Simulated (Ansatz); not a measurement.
The starting structures come from a database of crystals and need not be the phases stable at ambient conditions.

 Where the default PAW files enter, the runs use the earlier of Ansatz's two default sets.

Tunnelling through a barrier is set by its complex band structure: the current falls as exp(−2κd) with the smallest κ.

Consider the following.

```yaml
crystal:
  lattice:
    - [4.88745, 0.00000, 0.00000]
    - [0.00000, 4.88745, 0.00000]
    - [2.44373, -2.44373, 3.45595]
  atoms:
    - { symbol: Rb, position: [0.00000, 0.00000, 0.00000] }
    - { symbol: Br, position: [0.50000, 0.50000, 0.00000] }
```

Space group of this cell: Fm-3m, rock salt. The cell is taken as given.

Transport runs along the normal of the first two printed cell vectors, the (001) plane of the conventional cell.

The gap is the functional's own, uncorrected, and κ follows it; spin-orbit coupling is left out. Mid-gap values are interpolated between the computed energies.

Problem. Compute, with r2SCAN run with Ansatz (a first-principles code), the band gap and the smallest decay constant κ at mid-gap.

Solution. Gap 4.90 eV on a 10×10×10 mesh; κ = 0.340 1/Å, at the zone centre.
